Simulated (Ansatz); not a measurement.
Here is the system:

```yaml
crystal:
  lattice:
    - [4.83666, 2.79245, 5.62245]
    - [-4.83666, 2.79245, 5.62245]
    - [0.00000, -5.58490, 5.62245]
  atoms:
    - { symbol: K, position: [0.49511, 0.66926, 0.01054] }
    - { symbol: K, position: [0.01054, 0.49511, 0.66926] }
    - { symbol: K, position: [0.66926, 0.01054, 0.49511] }
    - { symbol: K, position: [0.51054, 0.16926, 0.99511] }
    - { symbol: K, position: [0.16926, 0.99511, 0.51054] }
    - { symbol: K, position: [0.99511, 0.51054, 0.16926] }
    - { symbol: Cu, position: [0.49860, 0.49860, 0.49860] }
    - { symbol: Cu, position: [0.99860, 0.99860, 0.99860] }
    - { symbol: C, position: [0.51143, 0.73345, 0.36261] }
    - { symbol: C, position: [0.36261, 0.51143, 0.73345] }
    - { symbol: C, position: [0.73345, 0.36261, 0.51143] }
    - { symbol: C, position: [0.86261, 0.23345, 0.01143] }
    - { symbol: C, position: [0.23345, 0.01143, 0.86261] }
    - { symbol: C, position: [0.01143, 0.86261, 0.23345] }
    - { symbol: C, position: [0.88445, 0.88445, 0.88445] }
    - { symbol: C, position: [0.38445, 0.38445, 0.38445] }
    - { symbol: N, position: [0.77716, 0.37883, 0.01115] }
    - { symbol: N, position: [0.01115, 0.77716, 0.37883] }
    - { symbol: N, position: [0.37883, 0.01115, 0.77716] }
    - { symbol: N, position: [0.51115, 0.87883, 0.27716] }
    - { symbol: N, position: [0.87883, 0.27716, 0.51115] }
    - { symbol: N, position: [0.27716, 0.51115, 0.87883] }
    - { symbol: N, position: [0.81458, 0.81458, 0.81458] }
    - { symbol: N, position: [0.31458, 0.31458, 0.31458] }
```

The numbers are results of PBEsol, rigid bands (plane waves, PAW, scalar-relativistic; Ansatz, a first-principles code), not measurements. Cell: cell and atoms relaxed with PBEsol.

### Question
What conductivity effective mass do dilute electrons have at 300 K?

### Answer
5.3 (x), 5.3 (y), 8.1 (z) mₑ.

### Question
And the band gap?

### Answer
4.22 eV at this level; semilocal functionals usually fall short of the measured gap.

Rigid bands, one relaxation time for all states, no polarons. Spin-orbit coupling is left out; where it splits the top of the valence band it changes the hole mass and lowers the gap by about a third of the splitting.

Computed structure with no diffraction record at hand here (it may be known, metastable or hypothetical): K3CuC4N4 (R3c).
